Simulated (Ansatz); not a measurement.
Input and output of a dielectric-response calculation for BaCuTeF (P4/nmm, 8 atoms in the cell) (Ansatz, a quantum-chemistry and plane-wave program).

Method of the run: LDA (PW92), default PAW files made with PBE (plane waves; Ansatz).

```
CELL_PARAMETERS angstrom
      4.42657     0.00000     0.00000
      0.00000     4.42657     0.00000
      0.00000     0.00000     9.47902
ATOMIC_POSITIONS crystal
  Ba 0.00000 0.50000 0.65883
  Ba 0.50000 0.00000 0.34117
  Cu 0.00000 0.00000 0.00000
  Cu 0.50000 0.50000 0.00000
  Te 0.50000 0.00000 0.84088
  Te 0.00000 0.50000 0.15912
  F  0.50000 0.50000 0.50000
  F  0.00000 0.00000 0.50000
```

Reference input (self-consistent single point, DFT, LDA (PW92), plane waves, default PAW files made with PBE): basis.ecutwfc = 30.9 Ry; kpoints.mp_grid.grid = 6 6 3; hamiltonian.xc = lda; hamiltonian.pseudopotentials = {kind: paw} (the program's default PAW files); scf.occupations.method = fermi_dirac; scf.occupations.width = 0.0007 Ry. This run's input differs from it in these lines:

Ansatz 0.2 input:
```diff
@@ -17,3 +17,3 @@
 kpoints:
-  mp_grid: { grid: [6, 6, 3] }
+  mp_grid: { grid: [7, 7, 4] }
 hamiltonian:
@@ -22,7 +22,5 @@
 scf:
-  occupations: { method: fermi_dirac, width: 0.0007 Ry }
-output:
-  forces: true
-  eigenvalues: true
-  stress: true
+  occupations: { method: fixed }
+dielectric:
+  field_mesh: kpoints
```

Log, with long lists cut:

```
SCF iter   1: F=—  HF=-39922.429937 eV  |F-HF|=—  |Δ(HF+E_count)|=         —  Δρ=1.28e-2  dr2=1.97e-1  ethr=1.77e-3  ⟨swp⟩=5.1  Hψ=14344  notcnv=0  defer=485
all-band conjugate gradients solve this SCF's bands
preconditioner: auto → Resta (q_TF=auto, 2.477 Å⁻¹)
SCF iter   2: F=—  HF=-39922.393696 eV  |F-HF|=—  |Δ(HF+E_count)|=   3.62e-2  Δρ=6.76e-3  dr2=5.82e-2  ethr=1.90e-4  ⟨swp⟩=2.0  Hψ=6944  notcnv=0  defer=523
   [... lines left out ...]
SCF iter   9: F=—  HF=-39922.378818 eV  |F-HF|=—  |Δ(HF+E_count)|=   2.29e-8  Δρ=2.70e-6  dr2=9.83e-9  ethr=1.31e-10  ⟨swp⟩=2.0  Hψ=5301  notcnv=0  defer=302
SCF iter  10: F=—  HF=-39922.378818 eV  |F-HF|=—  |Δ(HF+E_count)|=  2.47e-10  Δρ=1.45e-6  dr2=2.72e-9  ethr=9.45e-12  ⟨swp⟩=2.0  Hψ=5336  notcnv=0  defer=302
SCF iter  11: F=—  HF=-39922.378818 eV  |F-HF|=—  |Δ(HF+E_count)|=  4.80e-10  Δρ=4.50e-7  dr2=2.40e-10  ethr=2.62e-12  ⟨swp⟩=2.1  Hψ=6285  notcnv=0  defer=302
SCF iter  12: F=-39922.378818 eV  HF=-39922.378818 eV  |F-HF|=2.91e-11  |Δ(HF+E_count)|=  7.28e-11  Δρ=1.24e-7  dr2=2.41e-11  ethr=1.00e-12  ⟨swp⟩=13.8  Hψ=19695  notcnv=0
SCF 1 converged in 12 iterations: F = -39922.378818 eV  dr2 = 2.41e-11
DFPT response loops at Γ: preconditioner auto → Resta (q_TF=auto, 2.477 Å⁻¹)  ε∞=8.3 (no band partly filled) …
   [... lines left out ...]
WARN: field response: the 7×7×4 k-mesh looks too coarse for the field response at k = (0.0000, 0.0000, 0.0000), direct gap 0.880 eV …
Free energy (F): -39922.378818 eV
Fermi energy:    9.656686 eV
   [... lines left out ...]
         0.00000   -1.50292    0.00000
         0.00000    0.00000   -2.57860
    site 7:
        -1.50292   -0.00000    0.00000
         0.00000   -1.50292    0.00000
        -0.00000    0.00000   -2.57860
  Z* charge neutrality: 4.467e-5 e pre-enforcement
  k-mesh period / interband length: 31.0 Å / 2.88 Å = 10.77 at k = (0.0000, 0.0000, 0.0000), direct gap 0.880 eV — UNDER 14: by this measure the k-mesh is too coarse for the response
```

The run converged in 12 iterations. 

Summary of the result:
| Item | Value |
|---|---|
| Free energy E − TS (on the zero of these files) | -39922.3788 eV |
| Top of the valence band (on the code's own zero) | 9.66 eV |
| Gap on the k-point mesh | 0.88 eV |
| ε∞ at this k-point mesh, which may be far from converged in small-gap cells (xx, yy, zz) | 7.82, 7.82, 5.04 |
| Born charges at this mesh (mean of the diagonal, e) | Ba 3.07, Ba 3.07, Cu 0.91, Cu 0.91, Te -2.12, Te -2.12, F -1.86, F -1.86 |

The starting cell comes from a database of computed structures (which also holds hypothetical and non-ambient phases and stackings), without a prior relaxation at this level. Its lattice was rescaled by up to half a per cent. Spin-orbit coupling is off.

Cost on one core of a shared machine: roughly 10 min.
